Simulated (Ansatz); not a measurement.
Take CdSe in the zinc blende structure (space group F-43m, No. 216; a = 6.007 Å) as the base. Axes: x, y, z lie along the cube axes.

Level of theory: LDA, PAW, 420 eV (Ansatz, a first-principles code; no SOC).

Strains are applied to the cell and any free atomic positions relax.

One change was made to it. Results:

```tsv
quantity	base	after
pressure (mean of the normal stresses, compression positive)	0.00 GPa	0.00 GPa
energy relative to the base (free energy F)	0 meV/atom	+0.1 meV/atom
```

Problem. Which of these changes matches the shifts?
A) tensor shear ε_xy = +0.29 %
B) tensor shear ε_xy = +2.00 %
C) tensor shear ε_xy = +1.71 %

Solution. A, tensor shear ε_xy = +0.29 %. For comparison, the energy relative to the base in the other runs: tensor shear ε_xy = +1.71 % gives +2.4 meV/atom; tensor shear ε_xy = +2.00 % gives +3.3 meV/atom.

Stability against distortions was not tested.
